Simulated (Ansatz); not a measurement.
# Pressure series in TiO2

Base system: TiO2 in the anatase structure (space group I4_1/amd, No. 141; a = 3.739 Å, c = 9.455 Å).

Cell and atoms are relaxed at each pressure.

Calculations: Ansatz (a quantum-chemistry and plane-wave program), LDA, PAW, cutoff 420 eV, no spin-orbit coupling.

```csv
case,lattice parameter a,band gap
base,7.066 bohr,2.08 eV
pressure −2 GPa,7.077 bohr,(withheld)
pressure −1 GPa,7.072 bohr,2.09 eV
pressure 0.9 GPa,(withheld),2.08 eV
pressure 2.1 GPa,7.056 bohr,2.06 eV
pressure 4.5 GPa,(withheld),2.04 eV
pressure 9 GPa,(withheld),1.98 eV
pressure 15 GPa,7.016 bohr,1.89 eV
pressure 22.5 GPa,6.998 bohr,1.78 eV
pressure 30 GPa,6.979 bohr,1.68 eV
```

Problem. Complete the table.

Solution. 
- pressure −2 GPa, band gap: 2.10 eV
- pressure 0.9 GPa, lattice parameter a: 7.062 bohr
- pressure 4.5 GPa, lattice parameter a: 7.047 bohr
- pressure 9 GPa, lattice parameter a: 7.032 bohr

Load acts through the strain it causes; cell and atoms are relaxed under it. Stability against distortions was not tested. Competing high-pressure phases were not computed. All final runs are without spin polarisation.
